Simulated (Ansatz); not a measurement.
Cell and atoms of amorphous In$_{9}$Ga$_{9}$Zn$_{9}$O$_{38}$Ti:

```yaml
crystal:
  lattice:
    - [9.41138, 0.00000, 0.00000]
    - [0.00000, 9.41138, 0.00000]
    - [0.00000, 0.00000, 9.41138]
  atoms:
    - { symbol: In, position: [0.67801, 0.66061, 0.72389] }
    - { symbol: In, position: [0.45049, 0.53731, 0.13613] }
    - { symbol: In, position: [0.76844, 0.33000, 0.56243] }
    - { symbol: In, position: [0.48991, 0.92755, 0.85793] }
    - { symbol: In, position: [0.76121, 0.60458, 0.33975] }
    - { symbol: In, position: [0.46198, 0.32662, 0.84737] }
    - { symbol: In, position: [0.24753, 0.85587, 0.22162] }
    - { symbol: In, position: [0.90406, 0.91466, 0.28377] }
    - { symbol: In, position: [0.28699, 0.21047, 0.25363] }
    - { symbol: Ga, position: [0.03939, 0.59223, 0.60737] }
    - { symbol: Ga, position: [0.90367, 0.67226, 0.00896] }
    - { symbol: Ga, position: [0.13739, 0.53656, 0.31982] }
    - { symbol: Ga, position: [0.98025, 0.20033, 0.77424] }
    - { symbol: Ga, position: [0.34530, 0.79689, 0.58186] }
    - { symbol: Ga, position: [0.21597, 0.06284, 0.93730] }
    - { symbol: Ga, position: [0.74992, 0.40218, 0.94328] }
    - { symbol: Ga, position: [0.11659, 0.42905, 0.99826] }
    - { symbol: Ga, position: [0.43290, 0.13382, 0.53055] }
    - { symbol: Zn, position: [0.56344, 0.88462, 0.28544] }
    - { symbol: Zn, position: [0.44651, 0.47696, 0.49447] }
    - { symbol: Zn, position: [0.09676, 0.03067, 0.54303] }
    - { symbol: Zn, position: [0.00193, 0.84399, 0.76953] }
    - { symbol: Zn, position: [0.60422, 0.25191, 0.25088] }
    - { symbol: Zn, position: [0.26572, 0.67916, 0.86835] }
    - { symbol: Zn, position: [0.18781, 0.33654, 0.59062] }
    - { symbol: Zn, position: [0.91994, 0.28334, 0.20514] }
    - { symbol: Zn, position: [0.73827, 0.99043, 0.58886] }
    - { symbol: O, position: [0.62531, 0.16042, 0.55521] }
    - { symbol: O, position: [0.12932, 0.25624, 0.90157] }
    - { symbol: O, position: [0.59219, 0.67954, 0.21407] }
    - { symbol: O, position: [0.81437, 0.18456, 0.88630] }
    - { symbol: O, position: [0.09227, 0.89534, 0.38991] }
    - { symbol: O, position: [0.17298, 0.73593, 0.67159] }
    - { symbol: O, position: [0.66602, 0.40208, 0.76235] }
    - { symbol: O, position: [0.88973, 0.70625, 0.66933] }
    - { symbol: O, position: [0.09914, 0.02668, 0.76893] }
    - { symbol: O, position: [0.64277, 0.54377, 0.52409] }
    - { symbol: O, position: [0.43050, 0.38332, 0.30080] }
    - { symbol: O, position: [0.23097, 0.17172, 0.46807] }
    - { symbol: O, position: [0.23873, 0.63735, 0.18703] }
    - { symbol: O, position: [0.62066, 0.95081, 0.05830] }
    - { symbol: O, position: [0.91082, 0.70771, 0.20063] }
    - { symbol: O, position: [0.92502, 0.87329, 0.96580] }
    - { symbol: O, position: [0.99724, 0.39049, 0.66712] }
    - { symbol: O, position: [0.73313, 0.86532, 0.41484] }
    - { symbol: O, position: [0.85232, 0.09093, 0.16233] }
    - { symbol: O, position: [0.12589, 0.36581, 0.20504] }
    - { symbol: O, position: [0.69926, 0.90991, 0.77841] }
    - { symbol: O, position: [0.38811, 0.97993, 0.64703] }
    - { symbol: O, position: [0.17950, 0.05546, 0.13746] }
    - { symbol: O, position: [0.29904, 0.86116, 0.97161] }
    - { symbol: O, position: [0.32735, 0.48172, 0.95156] }
    - { symbol: O, position: [0.47634, 0.09202, 0.31440] }
    - { symbol: O, position: [0.45586, 0.71150, 0.73602] }
    - { symbol: O, position: [0.73214, 0.61118, 0.93579] }
    - { symbol: O, position: [0.76920, 0.35438, 0.33263] }
    - { symbol: O, position: [0.97078, 0.55507, 0.42326] }
    - { symbol: O, position: [0.38933, 0.80482, 0.39186] }
    - { symbol: O, position: [0.91013, 0.13082, 0.58962] }
    - { symbol: O, position: [0.91206, 0.42156, 0.04983] }
    - { symbol: O, position: [0.39205, 0.31922, 0.63590] }
    - { symbol: O, position: [0.23556, 0.52068, 0.49396] }
    - { symbol: O, position: [0.07085, 0.60694, 0.91912] }
    - { symbol: O, position: [0.40287, 0.12843, 0.91802] }
    - { symbol: O, position: [0.58786, 0.35412, 0.05230] }
    - { symbol: Ti, position: [0.78438, 0.01044, 0.98167] }
```

Methods: PBE, scalar-relativistic without spin-orbit coupling (Ansatz, a quantum-chemistry and plane-wave program); r2SCAN, scalar-relativistic without spin-orbit coupling (Ansatz); HSE06, scalar-relativistic without spin-orbit coupling (Ansatz). Neutral PBE cell, which sets geometry, pressure and energy: sampling: a 2×2×2 Γ-centred mesh; Fermi-Dirac width 0.02 eV; no spin polarisation. Exact exchange is cut at the faces of this 9 Å cell, which leaves hybrid gaps a finite-size error.

Preparation: random packing, a CHGNet melt and quench, and a DFT relaxation. O atoms were pushed apart under 1.9 Å during the dynamics, to hinder bonds among them. The hot cell started wider than the set density and was brought back towards it in steps. It is the lowest in DFT energy of 2 quenches. It is a model cell: composition and starting density were chosen by hand, and all elements were melted together. No dispersion term was used. Its density started from a set value of 5.79 and ended at 5.79 g/cm³. Cooling (nominally 260 K/ps over its main leg) ran many orders faster than in experiment, which tends to leave more defects and strain. One small periodic cell is one sample of the glass; other quenches scatter about these values. The volume was held where the preparation left it.

**Question.** Give the pressure and the spacing of the highest filled and lowest empty levels.

**Answer.** 
| Item | Value |
|---|---|
| Pressure on a 2×2×2 Γ-centred mesh | 1.52 GPa |
| Largest force and stress component on that mesh (the relaxation ran on the zone centre alone) | 0.08 eV/Å and 2.2 GPa |
| Level gap on a 2×2×2 Γ-centred mesh (PBE) | 0.85 eV |
| Level gap at the zone centre (PBE) | 0.85 eV |
| Level gap at the zone centre (r2SCAN) | 1.31 eV |
| Level gap at the zone centre (HSE06) | 2.41 eV |
| Distance between the nearest levels spread over more than a fifth of the atoms or a third of the atoms of their main element (six at least) (PBE, zone centre) | 1.10 eV |

**Question.** At PBE and the zone centre, how localised are the states just below and above the Fermi level (participation number: the atoms over which a state spreads)?

**Answer.** The highest filled state is spread over 3.9 atoms' worth, largest on O30, with weights by element (charge in smoothed Voronoi cells) O 0.93, Zn 0.03, In 0.02. The lowest empty state is spread over 59.2 atoms' worth, largest on In7, with weights by element (charge in smoothed Voronoi cells) O 0.51, In 0.21, Zn 0.15.

At PBE the levels at the filled edge of the gap are localised (band-tail or defect states), and the nearest spread-out levels lie 1.1 eV apart at the zone centre.

Bonds are counted up to In-In 3.12 Å, In-Ga 2.90 Å, In-Zn 2.90 Å, In-O 2.70 Å, In-Ti 3.12 Å, Ga-Ga 2.68 Å, Ga-Zn 2.68 Å, Ga-O 2.54 Å, Ga-Ti 2.90 Å, Zn-Zn 2.68 Å, Zn-O 2.44 Å, Zn-Ti 2.90 Å, O-O 1.58 Å, O-Ti 2.49 Å, Ti-Ti 3.12 Å. Two cations that share two anions don't count as bonded, nor two that share one unless they lie closer than In-In 3.04 Å, In-Ga 2.82 Å, In-Zn 2.82 Å, In-Ti 3.04 Å, Ga-Ga 2.61 Å, Ga-Zn 2.61 Å, Ga-Ti 2.82 Å, Zn-Zn 2.61 Å, Zn-Ti 2.82 Å, Ti-Ti 3.04 Å.

Added carriers, by Ansatz with PBE, scalar-relativistic without spin-orbit coupling on the zone centre alone. Charged cells keep the cell fixed and stand in a uniform background, with no image correction, at a width of 0.01 eV; where the count is odd the moment is locked at 1 μB, unless the neutral cell bore moments. Each starts from the undistorted neutral geometry alone. PBE's self-interaction favours spread-out carriers, so it can miss traps that a hybrid finds.

**Question.** What happens at PBE when the cell takes an extra electron and the atoms relax?

**Answer.** Relaxation lowers the charged cell by 0.01 eV. The largest moves are O32 0.02 Å, O50 0.01 Å, O58 0.01 Å, Zn27 0.01 Å. The level that holds the added charge spreads over 59.2 atoms' worth, most on In7 (weight 0.03): a carrier spread over the cell. No bond crosses its cut-off with a change of over 0.15 Å (metal-metal contacts aside). Made neutral again at that geometry, the cell lies +0.01 eV from the neutral start.

**Question.** What happens at PBE when the cell takes a hole and the atoms relax?

**Answer.** Relaxation lowers the charged cell by 0.15 eV. The largest moves are Zn19 0.22 Å, O58 0.14 Å, O55 0.14 Å, O30 0.13 Å. The level that was emptied spreads over 4.2 atoms' worth, most on O30 (weight 0.40): a localised (trapped) carrier, which neighbours of that atom can share. No bond crosses its cut-off with a change of over 0.15 Å (metal-metal contacts aside). Made neutral again at that geometry, the cell lies +0.37 eV from the neutral start (a closed shell was imposed there, with levels 0.22 eV apart, so this is an upper bound).
